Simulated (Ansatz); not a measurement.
Take ZnSe in the zinc blende structure (space group F-43m, No. 216; a = 5.7330 Å) as the base. Axes: x, y, z lie along the cube axes.

Level of theory: PBE in Ansatz (plane waves to 420 eV, PAW, no SOC), earlier PAW set.

The change: every lattice vector is shortened by 0.49 %; the atoms relax in the strained cell.

Q: Predict the stress tensor and what it implies for the stiffness.

A: Stress of the strained cell less that of the base (GPa, compression positive):
```
   0.86    0.00    0.00
   0.00    0.86    0.00
   0.00    0.00    0.86
```

Then B = −ΔP/(ΔV/V₀) with ΔV/V₀ = -0.0146 gives secant stiffness values (nonlinear terms included at this strain): B ≈ 59 GPa.

Stability against distortions was not tested.

Ansatz is a program for electronic structure.
